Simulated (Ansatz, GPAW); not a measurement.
An Ansatz (a program for electronic structure) input for a self-consistent single point of CsCl (Pm-3m, 2 atoms in the cell) (DFT, LDA (PW92), plane waves, default PAW files made with PBE):

Ansatz 0.2 input:
```yaml
crystal:
  lattice:
    - [4.115937, 0.000000, 0.000000]
    - [0.000000, 4.115937, 0.000000]
    - [0.000000, 0.000000, 4.115937]
  atoms:
    - { symbol: Cs, position: [0.000000, 0.000000, 0.000000] }
    - { symbol: Cl, position: [0.500000, 0.500000, 0.500000] }
basis:
  ecutwfc: 420.0 eV
kpoints:
  mp_grid: { grid: [4, 4, 4] }
hamiltonian:
  xc: lda
  pseudopotentials: { kind: paw }
scf:
  occupations: { method: fermi_dirac, width: 0.01 eV }
output:
  forces: true
  eigenvalues: true
  stress: true
```

**Question.** Translate this input to GPAW.

**Answer.** This is the input that was run; spellings and numerical settings could be chosen otherwise.

```python
from ase import Atoms
from ase.units import GPa
from gpaw import GPAW, PW, FermiDirac

atoms = Atoms(['Cs', 'Cl'],
              cell=[[4.115937, 0.000000, 0.000000],
                    [0.000000, 4.115937, 0.000000],
                    [0.000000, 0.000000, 4.115937]],
              positions=[[0.000000, 0.000000, 0.000000],
                         [2.057968, 2.057968, 2.057968]],
              pbc=True)

calc = GPAW(mode=PW(550),
            xc='LDA',
            kpts={'size': (4, 4, 4), 'gamma': True},
            occupations=FermiDirac(0.01),
            nbands=-8,
            convergence={'forces': 0.001, 'bands': -6},
            symmetry={'symmorphic': False, 'tolerance': 0.0005},
            maxiter=120,
            txt='-')

atoms.calc = calc

energy = atoms.get_potential_energy()
print('Energy (eV):', round(energy, 6))
forces = atoms.get_forces()
print('Forces (eV/Ang):')
print(forces.round(5))
stress = atoms.get_stress()
print('Stress (GPa, Voigt):', (stress / GPa).round(4))
```

Basis settings and potentials, where a program has them, do not carry over. This input uses DFT LDA (Perdew-Wang 92), plane waves, GPAW PAW datasets LDA (gpaw-data 1.0.1). LDA parametrisations can differ slightly between programs.

The starting cell comes from a database of computed structures (which also holds hypothetical and non-ambient phases and stackings), without a prior relaxation at this level. Its lattice was rescaled by a random factor within 2.5 % of one.
